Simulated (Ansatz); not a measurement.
A zone-centre phonon calculation of Na₂Au (I4/mcm, 6 atoms in the cell) with Ansatz (an electronic-structure program).

Method: LDA (PW92), default PAW files made with PBE (plane waves; Ansatz).

```yaml
crystal:
  lattice:
    - [-3.70850, 3.70850, 2.76100]
    - [3.70850, -3.70850, 2.76100]
    - [3.70850, 3.70850, -2.76100]
  atoms:
    - { symbol: Au, position: [0.25000, 0.25000, 0.00000] }
    - { symbol: Au, position: [0.75000, 0.75000, 0.00000] }
    - { symbol: Na, position: [0.65800, 0.15800, 0.81600] }
    - { symbol: Na, position: [0.15800, 0.34200, 0.50000] }
    - { symbol: Na, position: [0.34200, 0.84200, 0.18400] }
    - { symbol: Na, position: [0.84200, 0.65800, 0.50000] }
```

Reference input (self-consistent single point, DFT, PBEsol, plane waves, default PAW files made with PBE): kpoints.mp_grid.grid = 8 8 8; hamiltonian.xc = pbesol; hamiltonian.pseudopotentials = {kind: paw} (the program's default PAW files); scf.occupations.method = fermi_dirac; scf.occupations.width = 0.1 eV. This run's input differs from it in these lines:

Ansatz 0.2 input:
```diff
@@ -15,5 +15,5 @@
   mp_grid:
-    grid: [8, 8, 8]
+    grid: [5, 5, 5]
 hamiltonian:
-  xc: pbesol
+  xc: lda
   pseudopotentials:
@@ -24,6 +24,4 @@
     width: 0.1
-output:
-  forces: true
-  eigenvalues: true
-  stress: true
+phonons:
+  method: dfpt
```

Output, abridged:

```
SCF iter   1: F=—  HF=-31597.704040 eV  |F-HF|=—  |Δ(HF+E_count)|=         —  Δρ=6.36e-3  dr2=3.36e-2  ethr=1.77e-3  ⟨swp⟩=7.3  Hψ=10698  notcnv=0  defer=12
all-band conjugate gradients solve this SCF's bands
preconditioner: auto → Kerker (q_TF=auto, 2.420 Å⁻¹)
SCF iter   2: F=—  HF=-31597.688514 eV  |F-HF|=—  |Δ(HF+E_count)|=   1.55e-2  Δρ=2.29e-3  dr2=1.03e-2  ethr=4.54e-5  ⟨swp⟩=2.0  Hψ=4347  notcnv=0  defer=14
   [... lines left out ...]
SCF iter   8: F=—  HF=-31597.685652 eV  |F-HF|=—  |Δ(HF+E_count)|=   3.67e-9  Δρ=1.91e-6  dr2=8.44e-9  ethr=1.60e-10  ⟨swp⟩=2.3  Hψ=3464  notcnv=0  defer=14
SCF iter   9: F=—  HF=-31597.685652 eV  |F-HF|=—  |Δ(HF+E_count)|=   3.75e-9  Δρ=4.13e-7  dr2=3.58e-10  ethr=1.14e-11  ⟨swp⟩=2.0  Hψ=3271  notcnv=0  defer=14
SCF iter  10: F=—  HF=-31597.685652 eV  |F-HF|=—  |Δ(HF+E_count)|=  1.60e-10  Δρ=1.29e-7  dr2=3.48e-11  ethr=1.00e-12  ⟨swp⟩=2.3  Hψ=3278  notcnv=0  defer=14
SCF iter  11: F=-31597.685652 eV  HF=-31597.685652 eV  |F-HF|=7.28e-12  |Δ(HF+E_count)|=  7.28e-12  Δρ=2.78e-8  dr2=1.94e-12  ethr=1.00e-12  ⟨swp⟩=8.9  Hψ=12663  notcnv=0
SCF 1 converged in 11 iterations: F = -31597.685652 eV  dr2 = 1.94e-12
DFPT response loops at Γ: preconditioner auto → Kerker (q_TF=auto, 2.420 Å⁻¹) (partly filled bands, converged f_vac=0.000) …
Free energy (F): -31597.685652 eV
Internal energy: -31597.618267 eV  (E = F + TS)
E sigma→0 (E₀):  -31597.651959 eV
Entropy (-TS):   -0.067385 eV (-11.231 meV/atom)
Fermi energy:    6.195419 eV
--- Phonons (Γ-DFPT): 4 representative perturbations + reference, on 63 of 125 k-points (Σ response iterations 16) ---
  k mesh reduced under 1 symmetry operation, with k and −k counted as one. Each operation leaves every solved perturbation unchanged …
  ASR residual: 8.566e-5 → 0.000e0 eV/Å²; symmetrization residual: 4.176e-6 eV/Å²
  ASR residual per site (eV/Å²): 8.57e-5 8.57e-5 3.23e-5 3.23e-5 3.23e-5 3.23e-5
  Γ frequencies (cm⁻¹): 0.00 0.00 0.00 67.59 67.59 73.21 85.35 85.35 94.35 122.65 124.31 135.14 135.14 142.60 143.35 143.35 149.56 153.61
  non-analytic LO–TO correction: not included (Born effective charges unavailable; polar crystals: no LO–TO splitting at Γ)
```

The run converged in 11 iterations. 

Summary of the result:
- Free energy E − TS (on the zero of these files) = -31597.6857 eV
- Fermi level (on the code's own zero) = 6.20 eV
- Zone-centre frequencies (cm⁻¹; negative means imaginary) = 0, 0, 0, 68, 68, 73, 85, 85, 94, 123, 124, 135, 135, 143, 143, 143, 150, 154

The starting cell comes from a database of published, mostly measured structures (it also holds non-ambient and calculated ones), without a prior relaxation at this level.

Cost on one core of a shared machine: roughly 2 min.
